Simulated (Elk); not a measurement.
Worked example: self-consistent single point of Al3Sc (Pm-3m, 4 atoms in the cell) in Elk.

Computed with Elk with PBE, all-electron FP-LAPW, Elk's shipped species files, APW+lo basis with extra local orbitals.

The change in words: lattice scaled by 0.98. Reference geometry:
```yaml
crystal:
  lattice:
    - [4.07827, 0.00000, 0.00000]
    - [0.00000, 4.07827, 0.00000]
    - [0.00000, 0.00000, 4.07827]
  atoms:
    - { symbol: Sc, position: [0.00000, 0.00000, 0.00000] }
    - { symbol: Al, position: [0.00000, 0.50000, 0.50000] }
    - { symbol: Al, position: [0.50000, 0.00000, 0.50000] }
    - { symbol: Al, position: [0.50000, 0.50000, 0.00000] }
```

Reference input (self-consistent single point, DFT, PBE, all-electron FP-LAPW, Elk's shipped species files, APW+lo basis with extra local orbitals): xctype = 20; rgkmax = 7.5; stype = 0; swidth = 0.00999582 Ha; ngridk = 8 8 8; gmaxvr = 16 1/bohr; nxlo = 2; lorbcnd = true; lmaxi = 3; maxscl = 100. This run's input differs from it in these lines:

```diff
@@ -31,5 +31,5 @@
 avec
-    7.7068133623    0.0000000000    0.0000000000
-    0.0000000000    7.7068133623    0.0000000000
-    0.0000000000    0.0000000000    7.7068133623
+    7.5526778509    0.0000000000    0.0000000000
+    0.0000000000    7.5526778509    0.0000000000
+    0.0000000000    0.0000000000    7.5526778509
```

Log, with long lists cut:

```
│ Self-consistent loop started │
│ Loop number : 1 │
 total energy                :     -1496.06025945
│ Loop number : 2 │
 total energy                :     -1496.02122826
RMS change in Kohn-Sham potential (target) :   0.6019772625     (  0.1000000000E-05)
Absolute change in total energy (target)   :   0.3903118817E-01 (  0.1000000000E-03)
│ Loop number : 3 │
 total energy                :     -1495.53564704
RMS change in Kohn-Sham potential (target) :   0.3742947667     (  0.1000000000E-05)
Absolute change in total energy (target)   :   0.4953390174     (  0.1000000000E-03)
│ Loop number : 4 │
   [... lines left out ...]
Absolute change in total energy (target)   :   0.1697058103E-03 (  0.1000000000E-03)
│ Loop number : 13 │
 total energy                :     -1492.90841292
RMS change in Kohn-Sham potential (target) :   0.2819874960E-06 (  0.1000000000E-05)
Absolute change in total energy (target)   :   0.1790984097E-03 (  0.1000000000E-03)
│ Loop number : 14 │
 total energy                :     -1492.90840377
RMS change in Kohn-Sham potential (target) :   0.1778224558E-06 (  0.1000000000E-05)
Absolute change in total energy (target)   :   0.5392684307E-04 (  0.1000000000E-03)
Convergence targets achieved

│ Loop number : 15 │

Energies :
 Fermi                       :     0.306301687047
 total energy                :     -1492.90840395

Density of states at Fermi energy :    33.59035640
 (states/Hartree/unit cell)

Estimated indirect band gap :   0.1785434696E-02
 from k-point     17 to k-point     28
Estimated direct band gap   :   0.1987373824E-01
 at k-point     11

Charges :
 core                        :    22.00000000
 valence                     :    38.00000000
 interstitial                :    6.745322203
 muffin-tins (core leakage)
  species :    1 (Sc)
   atom    1                 :    19.38848898     (  0.3345766331E-08)
  species :    2 (Al)
   atom    1                 :    11.28872961     (  0.4784373665E-03)
   atom    2                 :    11.28872961     (  0.4784373665E-03)
   atom    3                 :    11.28872961     (  0.4784373665E-03)
 total in muffin-tins        :    53.25467780
 total calculated charge     :    59.97785004
 total charge                :    60.00000000
 error                       :   0.2214996017E-01

│ Self-consistent loop stopped │
```

The run converged in 15 iterations. The count includes the last loop, which Elk runs after its targets are met. Against the reference run the total energy rises by 32.9 meV/atom.

The starting cell has typed, rounded lattice constants, without a prior relaxation at this level. Its lattice was rescaled by a random factor within 2.5 % of one. For this run, on top of that: lattice scaled by 0.98. Values depend on the basis (sphere radii, cutoffs, local orbitals), which need not be converged. The log's line on a gap gives a spacing of levels on this mesh, which the program prints for metals too.

Cost on one core of a shared machine: roughly 60 s.
